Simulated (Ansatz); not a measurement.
InGa3N4 (P3m1, No. 156, 8 atoms in the cell; start mp-1223879), treated with HSE06 (Ansatz, a program for electronic structure, plane waves, PAW).

Run with plane-wave cutoff 460 eV, 9×9×2 k mesh (along the axes of the cell as run), Fermi–Dirac smearing 0.01 eV, scalar-relativistic PAW data made under PBE.

Cell (relaxed with PBEsol):

```yaml
crystal:
  lattice:
    - [3.26389, 0.00000, 0.00000]
    - [-1.63195, 2.82661, 0.00000]
    - [0.00000, 0.00000, 10.71348]
  atoms:
    - { symbol: In, position: [0.00000, 0.00000, 0.99786] }
    - { symbol: Ga, position: [0.66667, 0.33333, 0.25937] }
    - { symbol: Ga, position: [0.66667, 0.33333, 0.73801] }
    - { symbol: Ga, position: [0.00000, 0.00000, 0.49855] }
    - { symbol: N, position: [0.66667, 0.33333, 0.07985] }
    - { symbol: N, position: [0.66667, 0.33333, 0.55610] }
    - { symbol: N, position: [0.00000, 0.00000, 0.31671] }
    - { symbol: N, position: [0.00000, 0.00000, 0.79536] }
```

Estimate the band gap that the calculation returns.


- band gap = 1.86 eV (on the SCF k mesh)

Note: cell and atoms aren't relaxed at this level (largest force component 0.20 eV/Å).

Spin–orbit coupling is not included.

Computed values are for the static lattice.

It cost about 6 core-minutes (a rough figure) of CPU time.

A start named mp-… is a Materials Project structure, which need not be a measured phase.
